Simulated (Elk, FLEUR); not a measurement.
An Elk input for a self-consistent single point of Lu₂C (R-3m, 3 atoms in the cell) (DFT, PBEsol, all-electron FP-LAPW, Elk's shipped species files, APW+lo basis with extra local orbitals):

```
tasks
  0

xctype
  22

tforce
  .true.

rgkmax
  7.5

gmaxvr
  18.0

lmaxapw
  10

lmaxo
  8

nxlo
  2

lorbcnd
  .true.

lradstp
  2

nrmtscf
  2.0

rmtscf
  0.92

lmaxi
  4

stype
  0

swidth
  0.00367493

avec
    3.2357964395    1.8681874392   10.8109834067
   -3.2357964395    1.8681874392   10.8109834067
    0.0000000000   -3.7363763970   10.8109831443

sppath
  'species/'

atoms
  2   : nspecies
  'Lu.in'   : spfname
  2   : natoms; atposl, bfcmt below
  0.2408290000  0.2408290000  0.2408290000    0.0 0.0 0.0
  0.7591710000  0.7591710000  0.7591710000    0.0 0.0 0.0
  'C.in'   : spfname
  1   : natoms; atposl, bfcmt below
  0.5000000000  0.5000000000  0.5000000000    0.0 0.0 0.0

ngridk
  9 9 9
```

Question: Write the same calculation as an input for FLEUR.

Answer: One input that does it (others would too):

Input of the input generator:

```
Lu2C
&input film=f /
1.7123097349 0.9886022185 5.7209260463
-1.7123097349 0.9886022185 5.7209260463
0.0000000000 -1.9772052406 5.7209259074
1.8897261246
1.0 1.0 1.0

3
71 0.2408290000 0.2408290000 0.2408290000
71 0.7591710000 0.7591710000 0.7591710000
6 0.5000000000 0.5000000000 0.5000000000

&comp jspins=1 /
&exco xctyp='PBEs' /
&kpt div1=9 div2=9 div3=9 /
&end /
```

```xml
<?xml version="1.0" encoding="UTF-8" standalone="no"?>
<fleurInput fleurInputVersion="0.39">
   <comment>
      Lu2C                                                                                                
   </comment>
   <calculationSetup>
      <cutoffs Kmax="4.0" Gmax="16.0" GmaxXC="16.0" numbands="0"/>
      <scfLoop itmax="80" minDistance="0.00001" maxIterBroyd="15" imix="Anderson" alpha="0.05" precondParam="0.0" spinf="2.0"/>
      <coreElectrons ctail="T" frcor="F" kcrel="0" coretail_lmax="0"/>
      <xcFunctional name="PBEs" relativisticCorrections="F"/>
      <magnetism jspins="1"/>
      <soc l_soc="F" theta="0.0" phi="0.0" spav="F"/>
      <expertModes spex="0" secvar="F"/>
      <geometryOptimization l_f="T" forcealpha="1.0" forcemix="BFGS" epsdisp="0.00001" epsforce="0.00001"/>
      <ldaU l_linMix="F" mixParam="0.05" spinf="1.0"/>
   </calculationSetup>
   <cell>
      <bzIntegration valenceElectrons="54.0" mode="gauss" fermiSmearingEnergy="0.00367493">
         <kPointListSelection listName="default-1"/>
         <!-- k-points included here -->
         <xi:include xmlns:xi="http://www.w3.org/2001/XInclude" href="kpts.xml"> </xi:include>
      </bzIntegration>
      <!-- symmetry operations included here -->
      <xi:include xmlns:xi="http://www.w3.org/2001/XInclude" href="sym.xml"> </xi:include>
      <bulkLattice scale="1.0">
         <bravaisMatrix>
            <row-1>    3.2357964394474301     1.8681874391369673    10.8109834065976980</row-1>
            <row-2>   -3.2357964394474301     1.8681874391369673    10.8109834065976980</row-2>
            <row-3>    0.0000000000000000    -3.7363763968578483    10.8109831441147399</row-3>
         </bravaisMatrix>
      </bulkLattice>
   </cell>
   <atomSpecies>
      <species name="Lutetium (Lu)" element="Lu" atomicNumber="71">
         <mtSphere radius="2.68" gridPoints="925" logIncrement="0.014"/>
         <atomicCutoffs lmax="10" lnonsphr="8"/>
         <electronConfig flipSpins="F">
            <coreConfig>(1s1/2) (2s1/2) (2p1/2) (2p3/2) (3s1/2) (3p1/2) (3p3/2) (4s1/2) (3d3/2) (3d5/2) (4p1/2) (4p3/2) (4d3/2) (4d5/2)</coreConfig>
            <valenceConfig>(5s1/2) (5p1/2) (5p3/2) (6s1/2) (4f5/2) (4f7/2) (5d3/2) (5d5/2)</valenceConfig>
            <stateOccupation state="(5d3/2)" spinUp="0.2" spinDown="0.2"/>
            <stateOccupation state="(5d5/2)" spinUp="0.3" spinDown="0.3"/>
         </electronConfig>
         <energyParameters s="6" p="6" d="5" f="4"/>
         <lo type="SCLO" l="0" n="5" eDeriv="0"/>
         <lo type="SCLO" l="1" n="5" eDeriv="0"/>
      </species>
      <species name="Carbon (C)" element="C" atomicNumber="6">
         <mtSphere radius="1.53" gridPoints="529" logIncrement="0.02"/>
         <atomicCutoffs lmax="6" lnonsphr="4"/>
         <electronConfig flipSpins="F">
            <coreConfig>(1s1/2)</coreConfig>
            <valenceConfig>(2s1/2) (2p1/2) (2p3/2)</valenceConfig>
            <stateOccupation state="(2p1/2)" spinUp="0.3333333333333" spinDown="0.3333333333333"/>
            <stateOccupation state="(2p3/2)" spinUp="0.6666666666667" spinDown="0.6666666666667"/>
         </electronConfig>
         <energyParameters s="2" p="2" d="3" f="4"/>
      </species>
   </atomSpecies>
   <atomGroups>
      <atomGroup species="Lutetium (Lu)">
         <relPos label="                   1">.2408290000 .2408290000 .2408290000</relPos>
         <relPos label="                   2">-.2408290000 -.2408290000 -.2408290000</relPos>
         <force calculate="T" relaxXYZ="TTT"/>
      </atomGroup>
      <atomGroup species="Carbon (C)">
         <relPos label="                   3">1.000/2.000 1.000/2.000 1.000/2.000</relPos>
         <force calculate="T" relaxXYZ="TTT"/>
      </atomGroup>
   </atomGroups>
   <output dos="F" band="F" slice="F">
      <checks vchk="F" cdinf="F"/>
      <bandDOS minEnergy="-.5*Htr" maxEnergy="0.5*Htr" sigma="0.015" storeEVData="T"/>
      <vacuumDOS vacdos="F" integ="F" star="F" nstars="0" locx1="0.0" locy1="0.0" locx2="0.0" locy2="0.0" nstm="0" tworkf="0.0"/>
      <unfoldingBand unfoldBand="F" supercellX="1" supercellY="1" supercellZ="1"/>
      <plotting iplot="0" polar="F">
         <plot TwoD="T" vec1="  1.0  0.0  0.0" vec2="  0.0  1.0  0.0" vec3="  0.0  0.0  1.0" zero="  0.0  0.0  0.0" file="plot"/>
      </plotting>
      <chargeDensitySlicing numkpt="0" minEigenval="0.0" maxEigenval="0.0" nnne="0" pallst="F"/>
      <specialOutput eonly="F"/>
      <magneticCircularDichroism mcd="F" energyLo="-10.0" energyUp="0.0"/>
   </output>
  <!-- We include the file relax.xml here to enable relaxations (see documentation) -->
  <xi:include xmlns:xi="http://www.w3.org/2001/XInclude" href="relax.xml"> <xi:fallback/> </xi:include>
</fleurInput>
```

Basis, cutoffs, solver keys and any potentials are the target program's own. This input uses DFT, PBEsol, all-electron FLAPW (FLEUR), scalar-relativistic valence.

The starting cell comes from a database of computed structures (which also holds hypothetical and non-ambient phases and stackings), without a prior relaxation at this level. For this run, on top of that: lattice scaled by 0.98.
